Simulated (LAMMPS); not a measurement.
MD of CuAu (L1_0) at zero pressure, 4312 atoms, as a liquid; each row is its own run.

Model: classical MD, pair style eam, the elements' _u3.eam files (universal-3 set of Foiles, Baskes and Daw) (LAMMPS).

| T (K) | D(Au) (cm²/s) |
|---|---|
| 840 | 4.72e-6 |
| 1080 | 1.51e-5 |
| 1200 | 2.10e-5 |
| 1320 | 2.85e-5 |
| 1680 | 5.02e-5 |

### Question
Fit an Arrhenius law, ln y = a + b / x, to these rows (x is the first column, y the second) and predict the run at x = 1500.

### Answer
Least squares gives a = -7.4700 and b = -3986. The slope times kB gives an activation energy of 0.34 eV. At x = 1500 the fit predicts 4.00e-5 cm²/s. The run itself gave (3.9 ± 0.1) × 10^-5 cm²/s, so the fit is 3.1 % high.

Caution: a run this short can hold a crystal over, or a liquid under, the potential's own melting point, which these runs don't give.

Errors of D are the spread over four groups of atoms in one short run; a floor of about 5 %, a picked value, is safer.
